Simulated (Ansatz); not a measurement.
Crystal: WO₃ (P4/nmm, not sure to be the ambient phase, 8 atoms a cell, 14.0 Å³ an atom, -2 GPa at this level); planes in its conventional cell.

All values below come from PBEsol (plane waves, PAW; Ansatz, a first-principles code).

No gap correction and no spin-orbit coupling; mid-gap values are interpolated between computed energies.

| plane | area of the cell (Å²) | mid-gap κ (1/Å) | largest κ in the gap (1/Å) |
|---|---|---|---|
| (100) | 21.0 | 0.10 | 0.12 |
| (110) | 29.7 | 0.10 | 0.12 |
| (111) | 41.1 | [?] | [?] |

**Question.** The slowest decay depends on the direction. Supply the withheld values.

**Answer.** 
- (111), mid-gap κ (1/Å): 0.14
- (111), largest κ in the gap (1/Å): 0.17
